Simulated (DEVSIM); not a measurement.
Structure: Schottky contact on n-type GaN, at 400 K.

Layer 1 from the left is GaN, thickness (μm) 1.30, Nd (cm⁻³) 4.4e16, τn (s) 3.7e-9, τp (s) 3.7e-9.

Left contact: Schottky, work function 5.51 eV, emission velocity 2.8e6 cm/s. Right contact: ohmic. Voltage is applied to the left contact. Recombination: SRH at mid-gap, radiative, Auger. Mobility is μmin + (μ − μmin)/(1 + (N/Nref)^α).

The device is made up for the run: typed textbook-type constants, with dimensions and the other settings drawn at random. Values at 300 K; Nc and Nv go as T^1.5, mobilities as T to minus their exponent, the gap by Varshni's rule with the affinity fixed.

GaN: gap (eV) 3.43, affinity (eV) 4.1, permittivity 9.5, Nc (cm⁻³) 2.3e18, Nv (cm⁻³) 4.6e19, μn (cm²/Vs) 1200, μp (cm²/Vs) 100, μn,min 55, μp,min 3, Nref,n 2e17, Nref,p 3e17, αn 1, αp 2, T exponent of μn 1.5, T exponent of μp 2, B (cm³/s) 1e-11, Cn (cm⁶/s) 1e-30, Cp (cm⁶/s) 1e-30, Varshni α (eV/K) 0.00091, Varshni β (K) 830.

Estimate by hand the built-in potential, the peak field at zero bias, the capacitance at -0.6 V, and compare with a numerical solution.


- Built-in potential: barrier φB = 1.410 eV; Vbi = φB − kT/q ln(N_band/N) = 1.259 V; numerical 1.259 V.
- Peak field at zero bias: depletion approximation: W = √(2εVbi/(qN)) = 0.173 μm with N = 4.40e16 cm⁻³; field = 2Vbi/W = 145000 V/cm; numerical 143000 V/cm (estimate above by 1.7 %).
- Capacitance at -0.6 V: C = √(qεN / 2(Vbi + |V|)) = 39.9 nF/cm²; numerical 40.3 nF/cm² (estimate below by 0.92 %).

Model (solved in DEVSIM): 1D drift-diffusion, Boltzmann statistics, complete ionisation; no tunnelling, impact ionisation, image-force lowering or self-heating. Metal contacts follow the ideal Schottky-Mott rule: no Fermi-level pinning, no interface dipoles.
